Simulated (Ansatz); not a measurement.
Start from BN in the zinc blende structure (space group F-43m, No. 216; a = 3.6051 Å). Axes: x, y, z lie along the cube axes.

The values are results of DFT with PBEsol, PAW potentials and a 420 eV plane-wave cutoff in Ansatz (a quantum-chemistry and plane-wave program), no SOC, earlier PAW set, not measurements.

Base values:

- Smallest direct gap: 8.80 eV

The change: uniaxial strain ε_zz = −5.48 %, all other strain components held at zero; the atoms relax in the strained cell.

Q: Predict the new stress.

A: The stress (xx, yy, zz, yz, xz, xy; compression positive) comes out as (12.85, 12.85, 46.09, 0.00, 0.00, 0.00) GPa.

Q: What does the calculation give for the smallest direct gap after the change?

A: The smallest direct gap decreases by 0.32 eV to 8.48 eV.

Whether these cells are dynamically stable was not tested.
